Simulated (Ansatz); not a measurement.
Consider Na in the bcc (W type) structure (space group Im-3m, No. 229; a = 4.1735 Å; relaxed with 0.1 eV smearing). Axes: x, y, z lie along the cube axes.

Calculations: Ansatz (a program for electronic structure), PBEsol, PAW, cutoff 420 eV, spin-orbit coupling left out.

Strains are applied to the cell and any free atomic positions relax; under biaxial strain the out-of-plane vector relaxes too.

One change was made to it. Results:

The shortest interatomic distance grows by 0.024 Å, from 3.614 Å to 3.638 Å; the pressure (mean of the normal stresses, compression positive) is nearly the same (0.0 GPa against -0.1 GPa).

### Question
Name the change that was made.
(A) biaxial strain +3.00 %, plane normal [001], relaxed out of plane
(B) biaxial strain +1.00 %, plane normal [001], relaxed out of plane
(C) biaxial strain −1.00 %, plane normal [001], relaxed out of plane
(D) biaxial strain +0.50 %, plane normal [001], relaxed out of plane

### Answer
A, biaxial strain +3.00 %, plane normal [001], relaxed out of plane. For comparison, the shortest interatomic distance in the other runs: biaxial strain −1.00 %, plane normal [001], relaxed out of plane gives 3.611 Å; biaxial strain +0.50 %, plane normal [001], relaxed out of plane gives 3.617 Å; biaxial strain +1.00 %, plane normal [001], relaxed out of plane gives 3.620 Å.

No phonon test of stability was made.
